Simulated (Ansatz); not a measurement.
rock-salt TaC (1 1 0) on silicon (1 1 0) (film strained to the substrate, started from cuts of the bulks and a machine-learned relaxation; slabs Si32 and C18Ta18, which can lie off the formulas)

A periodic stack without vacuum, rock-salt TaC (1 1 0) on silicon (1 1 0) (film strained to the substrate, started from cuts of the bulks and a machine-learned relaxation; slabs Si32 and C18Ta18, which can lie off the formulas): substrate slab Si32, film C18Ta18, surface cells [[0, 2], [-1, 0]] and [[-1, 2], [-1, -1]], film strained by -0.2 and -0.2 %, outermost planes Si/Si and CTa/CTa as cut, which need not be the usual terminations and can put a slab off its formula.

The start was prepared with a machine-learned potential, and the result is one local minimum, with the in-plane cell held and forces under 0.04 eV/Å; the film can end far from its bulk form.

These are PBE (plane waves to 420 eV, PAW; Ansatz, a first-principles code) values and carry that method's errors. No spin–orbit coupling; the runs are not spin-polarised; PBE gaps are too small against experiment. Its k-point mesh 4×5×1, Fermi–Dirac width 0.05 eV.

* **interface area**: 42.3 Å²
* **period**: 25.49 Å
* **heights between the nearest atoms of the two slabs at the two interfaces**: 1.76 and 1.84 Å
* **Si–Ta contacts across the interfaces within 1.22 times the sum of covalent radii**: 15, mean 2.90 Å
* **C–Si contacts across the interfaces within 1.22 times the sum of covalent radii**: 3, mean 1.91 Å
* **hole barrier (PBE)**: 0.21 eV
* **electron barrier (PBE)**: 0.40 eV

```yaml
crystal:
  lattice:
    - [7.73544, -0.00005, -0.08226]
    - [0.00002, 5.47000, 0.00169]
    - [1.98893, 2.28675, 25.47490]
  atoms:
    - { symbol: Si, position: [0.57312, 0.46836, 0.11983] }
    - { symbol: Si, position: [0.07504, 0.48766, 0.10841] }
    - { symbol: Si, position: [0.82305, 0.22840, 0.11715] }
    - { symbol: Si, position: [0.32666, 0.22632, 0.10944] }
    - { symbol: Si, position: [0.80086, 0.03307, 0.04053] }
    - { symbol: Si, position: [0.40776, 0.00058, 0.03393] }
    - { symbol: Si, position: [0.09984, 0.81658, 0.03883] }
    - { symbol: Si, position: [0.61543, 0.68365, 0.03810] }
    - { symbol: Si, position: [0.04283, 0.41168, 0.26578] }
    - { symbol: Si, position: [0.54177, 0.41234, 0.26546] }
    - { symbol: Si, position: [0.29144, 0.16284, 0.26502] }
    - { symbol: Si, position: [0.79336, 0.16211, 0.26475] }
    - { symbol: Si, position: [0.30459, 0.94788, 0.18769] }
    - { symbol: Si, position: [0.81449, 0.93914, 0.19026] }
    - { symbol: Si, position: [0.55629, 0.70382, 0.19144] }
    - { symbol: Si, position: [0.06172, 0.68541, 0.18845] }
    - { symbol: Si, position: [0.50334, 0.35128, 0.41696] }
    - { symbol: Si, position: [0.01423, 0.34521, 0.41803] }
    - { symbol: Si, position: [0.75903, 0.11253, 0.41326] }
    - { symbol: Si, position: [0.25936, 0.08893, 0.41976] }
    - { symbol: Si, position: [0.77525, 0.88137, 0.34000] }
    - { symbol: Si, position: [0.27629, 0.87991, 0.34164] }
    - { symbol: Si, position: [0.02653, 0.63127, 0.34191] }
    - { symbol: Si, position: [0.52456, 0.62943, 0.34109] }
    - { symbol: Si, position: [0.95760, 0.30206, 0.57364] }
    - { symbol: Si, position: [0.50927, 0.27455, 0.56226] }
    - { symbol: Si, position: [0.22439, 0.08843, 0.57486] }
    - { symbol: Si, position: [0.74399, 0.00595, 0.55508] }
    - { symbol: Si, position: [0.23887, 0.82197, 0.50056] }
    - { symbol: Si, position: [0.74818, 0.80381, 0.48189] }
    - { symbol: Si, position: [0.49099, 0.57391, 0.49196] }
    - { symbol: Si, position: [0.99255, 0.56513, 0.49419] }
    - { symbol: C, position: [0.21468, 0.03510, 0.64894] }
    - { symbol: C, position: [0.54729, 0.70302, 0.65115] }
    - { symbol: C, position: [0.89305, 0.37812, 0.64371] }
    - { symbol: C, position: [0.19964, 0.51980, 0.71084] }
    - { symbol: C, position: [0.53533, 0.18412, 0.71031] }
    - { symbol: C, position: [0.87147, 0.84851, 0.70967] }
    - { symbol: C, position: [0.85461, 0.32277, 0.77325] }
    - { symbol: C, position: [0.18943, 0.98926, 0.77340] }
    - { symbol: C, position: [0.52363, 0.65539, 0.77338] }
    - { symbol: C, position: [0.84072, 0.79807, 0.83455] }
    - { symbol: C, position: [0.17450, 0.46560, 0.83467] }
    - { symbol: C, position: [0.50850, 0.13060, 0.83464] }
    - { symbol: C, position: [0.49457, 0.60206, 0.89831] }
    - { symbol: C, position: [0.82766, 0.27112, 0.89803] }
    - { symbol: C, position: [0.16395, 0.93542, 0.89685] }
    - { symbol: C, position: [0.47406, 0.08937, 0.96174] }
    - { symbol: C, position: [0.80913, 0.74586, 0.95736] }
    - { symbol: C, position: [0.14824, 0.40941, 0.95924] }
    - { symbol: Ta, position: [0.03717, 0.18009, 0.71106] }
    - { symbol: Ta, position: [0.37543, 0.84475, 0.70849] }
    - { symbol: Ta, position: [0.70436, 0.51909, 0.70807] }
    - { symbol: Ta, position: [0.04923, 0.70435, 0.65502] }
    - { symbol: Ta, position: [0.38614, 0.37423, 0.65456] }
    - { symbol: Ta, position: [0.71677, 0.04475, 0.65226] }
    - { symbol: Ta, position: [0.67567, 0.46218, 0.83595] }
    - { symbol: Ta, position: [0.00771, 0.12932, 0.83632] }
    - { symbol: Ta, position: [0.34273, 0.79735, 0.83568] }
    - { symbol: Ta, position: [0.68971, 0.98844, 0.77146] }
    - { symbol: Ta, position: [0.02129, 0.65805, 0.77270] }
    - { symbol: Ta, position: [0.35309, 0.32583, 0.77229] }
    - { symbol: Ta, position: [0.30848, 0.74517, 0.95526] }
    - { symbol: Ta, position: [0.65101, 0.41432, 0.95614] }
    - { symbol: Ta, position: [0.98869, 0.08751, 0.95387] }
    - { symbol: Ta, position: [0.32673, 0.27526, 0.89921] }
    - { symbol: Ta, position: [0.66308, 0.93675, 0.89941] }
    - { symbol: Ta, position: [0.98980, 0.60376, 0.89922] }
```
